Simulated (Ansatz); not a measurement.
Effect of uniaxial stress, 0.5 GPa compression along x on Ta2N

Start from Ta2N in the anti-CdI2 type structure (space group P-3m1, No. 164; a = 3.0738 Å, c = 4.8552 Å; relaxed with 0.1 eV smearing). Axes: x lies along a and z along c of the hexagonal cell.

One thing is altered: uniaxial stress, 0.5 GPa compression along x, with the cell and atoms free to relax against it.

Computed with Kohn–Sham DFT with the PBE-D3(BJ) functional, run in Ansatz (a program for electronic structure) with PAW and 420 eV plane waves, no SOC. k-mesh 22×22×12 (Γ-centred); smearing 0.1 eV (Fermi–Dirac).

```tsv
quantity	base	changed	shift
space group	P-3m1 (No. 164)	C2/m (No. 12)	–
shortest interatomic distance	2.167 Å	2.167 Å	-0.0005 Å
energy relative to the base (free energy F)	0 meV/atom	0.0 meV/atom	0.0 meV/atom
band gap	zero	zero	–
strain response (xx, yy, zz)	–	(−0.16, +0.02, +0.07) %	–
```

Stability under load was not tested beyond the relaxation. The final runs are not spin-polarised. An odd electron count without spin: Ta2N.
